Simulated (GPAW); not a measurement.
Band structure of GaN (F-43m, 2 atoms in the cell).

```
CELL_PARAMETERS angstrom
      0.00000     2.27806     2.27806
      2.27806     0.00000     2.27806
      2.27806     2.27806     0.00000
ATOMIC_POSITIONS crystal
  Ga 0.00000 0.00000 0.00000
  N  0.75000 0.75000 0.75000
```

Method of the run: PBE, GPAW PAW datasets PBE (gpaw-data 1.0.1) (plane waves; GPAW).

Settings: mode = pw; ecut = 900 eV; xc = PBE; kpts = 6 6 6; mesh shift (steps) = 0 0 0; occupations.name = fermi-dirac; occupations.width = 0 eV; nbands = -4; convergence.density = 1e-05 e/electron; convergence.bands = -2; symmetry.symmorphic = false; symmetry.tolerance = 0.0005; maxiter = 150; bandpath_npoints = 40.

The starting cell comes from a database of computed structures (which also holds hypothetical and non-ambient phases and stackings), without a prior relaxation at this level. Its lattice was rescaled by a random factor within 2.5 % of one.

### Question
Predict the gap along the standard path and the places of the band edges.

### Answer
The gap along the path is 1.62 eV, direct at Γ to within 0.01 eV.

Levels in eV from the top of the valence band on the SCF mesh, bands 1 to 8:
```
point       1      2      3      4     5      6      7      8
-----  ------  -----  -----  -----  ----  -----  -----  -----
Γ      -15.59   0.00   0.00   0.00  1.62  10.19  10.19  10.19
X      -12.73  -6.03  -2.54  -2.54  3.38   6.55  11.55  13.65
W      -12.64  -5.51  -3.60  -3.42  6.23   8.18  10.10  11.00
K      -12.73  -5.70  -4.08  -2.05  5.00   7.70  10.91  12.61
L      -13.43  -6.77  -0.91  -0.91  4.51   8.65  10.24  10.24
U      -12.73  -5.70  -4.08  -2.05  5.00   7.70  10.91  12.61
```
